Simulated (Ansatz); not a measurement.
Relaxation of the outer planes of the (111) surface of fcc Pt in its 1x1 cell, outermost plane spacing 2.29 Å in the ideal cut.

Calculation: PBE (plane waves to 420 eV, PAW; Ansatz, a quantum-chemistry and plane-wave program).

Model: 7-atom slab, 13.8 Å thick at the start, 15x15x1 mesh, Fermi-Dirac 0.1 eV, dipole correction, all atoms relaxed; symmetry of the start imposed; no spin, no spin-orbit, no U.

```json
[
 {"plane": "1", "atoms": "Pt", "bulk spacing to the next (Å)": "2.292", "relaxed spacing (Å)": "(withheld)", "change (%)": "(withheld)", "rumpling (Å)": "0.00"},
 {"plane": "2", "atoms": "Pt", "bulk spacing to the next (Å)": "2.292", "relaxed spacing (Å)": "2.284", "change (%)": "-0.4", "rumpling (Å)": "0.00"}
]
```

Task: Some entries are withheld; supply them.

Result: 
- 1, relaxed spacing (Å): 2.312
- 1, change (%): 0.9
